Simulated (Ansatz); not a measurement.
We consider L1₀ (CuAu-type) TiAl, described by LDA in Ansatz (PAW).

Run with plane-wave cutoff 520 eV, 20×20×14 k mesh (along the axes of the cell as run), Fermi–Dirac smearing 0.05 eV, no spin polarisation, scalar-relativistic PAW data made under PBE.

Energies at three volumes about the minimum:

```csv
V (Å³/atom),E − E_lowest (meV/atom)
14.994,2.52
15.300,0.00
15.606,2.35
```

Q: Fit a parabola by hand: where is the minimum, and what is the bulk modulus?

A: Slopes: (0.00 − 2.52)/(15.300 − 14.994) = -8.235 and (2.35 − 0.00)/(15.606 − 15.300) = 7.680 meV/Å³. Curvature E″ = 2 × (7.680 − (-8.235))/(15.606 − 14.994) = 52.010 meV/Å⁶. From the middle of the first interval, the slope vanishes at V0 = 15.1470 − (-8.235)/52.010 = 15.305 Å³/atom. B = V0 E″ = 15.305 × 52.010 meV/Å³ × 0.1602 GPa per meV/Å³ = 128 GPa. The full Birch–Murnaghan fit to all volumes gives V0 = 15.300 Å³/atom and B0 = 127 GPa.

Shape and atoms are relaxed at each volume.

Ansatz is a first-principles code.
